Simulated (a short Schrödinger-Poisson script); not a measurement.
Solved with a short Schrödinger-Poisson script written for these runs: 1D Poisson equation in equilibrium, electrons quantum, Hartree (BenDaniel-Duke, 40 states a valley, the channel's in-plane mass for all, wave functions free to enter the barrier), parabolic valleys, classical holes, full ionisation, no traps, pinning or gate leakage.

Structure: gated Al0.3Ga0.7N/GaN polarisation-induced gas, at 300 K.

From the gate side: 10 nm Al0.3Ga0.7N; 6000 nm GaN, acceptors 4e15 cm⁻³.

The device is made up for the run: typed textbook-type constants, with dimensions and the other settings drawn at random. Al0.3Ga0.7N: permittivity 9.32, conduction-band edge (eV) 0.414, gap (eV) 4.021, electron mass (mₑ) 0.236, Nv at 300 K (cm⁻³) 4.6e19. GaN: permittivity 9.5, conduction-band edge (eV) 0, gap (eV) 3.43, Nv at 300 K (cm⁻³) 4.6e19.

Channel valleys (confinement mass, in-plane density-of-states mass, number): Γ 0.2, 0.2, 1. At the gate the conduction-band edge of layer 1 lies 1.23 eV − eVg above the Fermi level of the channel; the field vanishes at the back. Sheet of polarisation charge: +1.5e13 e/cm² at 10 nm from the gate. The barrier under the gate holds no holes. Gaps are held at their typed values at every temperature. Mesh 0.08 nm at interfaces.

Q: Give the sheet density of all electrons at Vg = -1 V (cm⁻²); the sheet density of all electrons at Vg = 0.5 V (cm⁻²); the gate voltage at 1e11 electrons/cm² (V).

A: sheet density of all electrons at Vg = -1 V (cm⁻²): 4.22e12; sheet density of all electrons at Vg = 0.5 V (cm⁻²): 1.11e13; gate voltage at 1e11 electrons/cm² (V): -2.04.
